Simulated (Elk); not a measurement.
# Parameter sweep on LaIn₃ (Pm-3m, 4 atoms in the cell)

```xyz
4
Lattice="4.8447 0.0000 0.0000 0.0000 4.8447 0.0000 0.0000 0.0000 4.8447" Properties=species:S:1:pos:R:3 pbc="T T T"
La     0.0000     0.0000     0.0000
In     2.4224     0.0000     2.4224
In     0.0000     2.4224     2.4224
In     2.4224     2.4224     0.0000
```

Base run A: LDA (PW92), all-electron FP-LAPW, Elk's shipped species files, default APW+lo basis run with Elk 10.2.4, self-consistent single point.

Its settings: xctype = 3; rgkmax = 7; stype = 1; swidth = 0.00999582 Ha; ngridk = 3 3 3.

The starting cell comes from a database of computed structures (which also holds hypothetical and non-ambient phases and stackings), without a prior relaxation at this level. Its lattice was rescaled by a random factor within 2.5 % of one. Values depend on the basis (sphere radii, cutoffs, local orbitals), which need not be converged. Without a gap this mesh is coarse (it stands for a supercell whose shortest vector is 15 Å).

ΔE is the total energy (no entropy term) per atom less that of run A. 

In an all-electron method the total energy should not depend on the sphere radii; what changes here is the error of basis and core treatment.

Run A gave: basis size 315.

Runs:
- B: rmtscf, rmtall = 0.95, default
- C: rmtscf, rmtall = 0.9, default
- D: rmtscf, rmtall = 0.85, default
- E: rmtscf, rmtall = 0.8, default
- F: rmtscf, rmtall = 0.7, default
- G: rmtscf, rmtall = default, 2 bohr

**Question.** What does run G change against A?

**Answer.** The total energy rises by 526 meV/atom.

**Question.** What does run D change against A?

**Answer.** The total energy goes up by 327 meV/atom.

| run | ΔE (meV/atom) | basis size |
|---|---|---|
| A | 0.00 | 315 |
| B | 103.4 | 345 |
| C | 226.4 | 405 |
| D | 326.8 | 465 |
| E | 573.4 | 531 |
| F | 817.2 | 803 |
| G | 526.1 | 651 |

Left out of this page: 2 runs of the series unsound by tests on forces, stress, charge or solver warnings.
